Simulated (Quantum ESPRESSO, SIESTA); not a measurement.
A SIESTA input for a self-consistent single point of ZnCo2 (P-3m1, 3 atoms in the cell) (DFT, LDA PW92, numerical atomic orbitals DZP, PseudoDojo LDA standard norm-conserving potentials (rewritten from UPF to PSML)):

```
# files in the folder: Zn.psml Co.psml (PseudoDojo LDA standard)
SystemName  ZnCo2
SystemLabel siesta

NumberOfAtoms                3
NumberOfSpecies              2
%block ChemicalSpeciesLabel
  1 30 Zn
  2 27 Co
%endblock ChemicalSpeciesLabel
LatticeConstant              2.535525 Ang
%block LatticeVectors
     1.000000000    0.000000000    0.000000000
    -0.499999803    0.866024985    0.000000000
     0.000000000    0.000000000    2.415634237
%endblock LatticeVectors
AtomicCoordinatesFormat      ScaledCartesian
%block AtomicCoordinatesAndAtomicSpecies
     0.000000000    0.000000000    0.000000000  1
    -0.000000369    0.577350279    1.578061378  2
     0.500000566    0.288674706    0.837572859  2
%endblock AtomicCoordinatesAndAtomicSpecies

XC.functional                LDA
XC.authors                   PW92
PAO.BasisSize                DZP
PAO.EnergyShift              0.005 Ry
MeshCutoff                   400 Ry
%block kgrid.MonkhorstPack
   10   0   0  0.0
    0  10   0  0.0
    0   0   4  0.0
%endblock kgrid.MonkhorstPack
OccupationFunction           MP
OccupationMPOrder            0
ElectronicTemperature        0.1 eV
Spin                         polarized
%block DM.InitSpin
  1 +0.00
  2 +3.00
  3 +3.00
%endblock DM.InitSpin

MaxSCFIterations             150
SCF.Mixer.Method             Broyden
SCF.Mixer.Weight             0.1
SCF.Mixer.History            6
SCF.DM.Tolerance             1.0E-04
Diag.ParallelOverK           true
WriteForces                  true
Charge.Mulliken              end
```

Q: Give the Quantum ESPRESSO input for the same structure, mesh, smearing and functional.

A: This is the input that was run; spellings and numerical settings could be chosen otherwise.

```fortran
&control
 calculation = 'scf'
 prefix = 'scf'
 outdir = './out'
 pseudo_dir = './'
 tprnfor = .true.
 tstress = .true.
/
&system
 ibrav = 4
 A = 2.53552439
 C = 6.12490100
 nat = 3
 ntyp = 2
 ecutwfc = 55
 ecutrho = 330
 occupations = 'smearing'
 smearing = 'gauss'
 degauss = 0.0073499
 nspin = 2
 starting_magnetization(2) = 0.333
/
&electrons
 conv_thr = 1.0d-10
 mixing_beta = 0.4
/
ATOMIC_SPECIES
Zn    65.3800  Zn.pz-dn-kjpaw_psl.1.0.0.UPF
Co    58.9332  Co.pz-n-kjpaw_psl.1.0.0.UPF
ATOMIC_POSITIONS angstrom
Zn    0.00000000    0.00000000    0.00000000
Co    0.00000000    1.46388569    4.00121408
Co    1.26776219    0.73194284    2.12368692
K_POINTS automatic
10 10 4  0 0 0
```

Basis, cutoffs, solver keys and any potentials are the target program's own. This input uses DFT, LDA (PZ), plane waves, PSlibrary PAW (LDA) pseudopotentials. LDA parametrisations can differ slightly between programs.

The starting cell comes from a database of computed structures (which also holds hypothetical and non-ambient phases and stackings), without a prior relaxation at this level. Its lattice was rescaled by a random factor within 2.5 % of one. For this run, on top of that: lattice scaled by 0.98.
